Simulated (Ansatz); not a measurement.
Start from LiCl in the rock salt structure (space group Fm-3m, No. 225; a = 5.064 Å).

The values are results of DFT with PBEsol, PAW potentials and a 420 eV plane-wave cutoff in Ansatz (an electronic-structure program), no SOC, not measurements.

For the base:

```
Property               Result
-------------  --------------
Electron mass  0.46 mₑ (at Γ)
Band gap              6.35 eV
Gap character     direct at Γ
```

Now apply this change: the cell is scaled by 0.9750 in all directions; the atoms relax in the strained cell.

What happens to the electron mass?

The electron mass becomes 1.1 mₑ along k, 0.32 mₑ across (at L) (base: 0.46 mₑ (at Γ)).

Estimate the effect on the energy relative to the base.

The energy goes up by 11 meV/atom.

Predict the new band gap.

The band gap increases by 0.29 eV, from 6.35 eV to 6.64 eV.

Estimate the effect on the gap character.

The gap character changes from direct at Γ to indirect, Γ → L.

Masses are band curvatures over ±0.01 Å⁻¹ around the edge. Along k means along the line from Γ to the band edge. Stability against distortions was not tested.
